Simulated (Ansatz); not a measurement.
**What tensor shear ε_xy = −0.46 % does to Mg2Si**

The reference is Mg2Si (space group Fm-3m, No. 225; a = 6.3261 Å). Axes: x, y, z lie along the cube axes.

Perturbation: a pure shear with ε_xy = ε_yx = -0.0046; the atoms relax in the strained cell.

Computed with DFT with PBEsol, PAW potentials and a 420 eV plane-wave cutoff in Ansatz (a program for electronic structure), no SOC. Settings: 13×13×13 k-points, 0.05 eV Fermi–Dirac smearing.

```json
[
 {"quantity": "volume per atom", "base": "21.10 Å³", "changed": "21.10 Å³", "shift": "0.00 Å³"},
 {"quantity": "space group", "base": "Fm-3m (No. 225)", "changed": "Immm (No. 71)", "shift": "–"},
 {"quantity": "shortest interatomic distance", "base": "5.176 bohr", "changed": "5.164 bohr", "shift": "-0.0128 bohr"},
 {"quantity": "energy relative to the base (free energy F)", "base": "0 meV/atom", "changed": "+0.3 meV/atom", "shift": "+0.3 meV/atom"},
 {"quantity": "pressure (mean of the normal stresses, compression positive)", "base": "-0.01 GPa", "changed": "0.00 GPa", "shift": "+0.004 GPa"},
 {"quantity": "band gap", "base": "0.12 eV", "changed": "0.08 eV", "shift": "-0.04 eV"},
 {"quantity": "gap character", "base": "–", "changed": "indirect, Γ → X", "shift": "–"},
 {"quantity": "smallest direct gap", "base": "1.87 eV", "changed": "1.84 eV", "shift": "-0.03 eV"},
 {"quantity": "valence-band top at Γ (three highest levels, from the VBM)", "base": "0.00, 0.00, 0.00 eV", "changed": "0.00, -0.03, -0.05 eV", "shift": "–"},
 {"quantity": "valley order (the lowest conduction-band minima on the path, energy above the VBM, named in the base's zone)", "base": "X along ⟨100⟩ 0.12 eV; L along ⟨111⟩ 1.28 eV", "changed": "X along [001] 0.08 eV; X along [010] 0.09 eV; L along [111] 1.22 eV; L along [1-1-1] 1.28 eV", "shift": "–"},
 {"quantity": "stress (xx, yy, zz, yz, xz, xy; compression positive)", "base": "–", "changed": "(0.00, 0.00, 0.00, 0.00, 0.00, 0.42) GPa", "shift": "–"}
]
```

Final structure:

```xyz
3
Lattice="-0.0146 3.1630 3.1630 3.1630 -0.0146 3.1630 3.1485 3.1485 0.0000" Properties=species:S:1:pos:R:3 pbc="T T T"
Si     0.0000     0.0000     0.0000
Mg     1.5742     1.5742     1.5843
Mg     4.7227     4.7227     4.7417
```

No phonon test of stability was made. A zero or small gap of Mg2Si can be the functional's error rather than a property of the material. k-point labels follow each cell's own Brillouin zone.
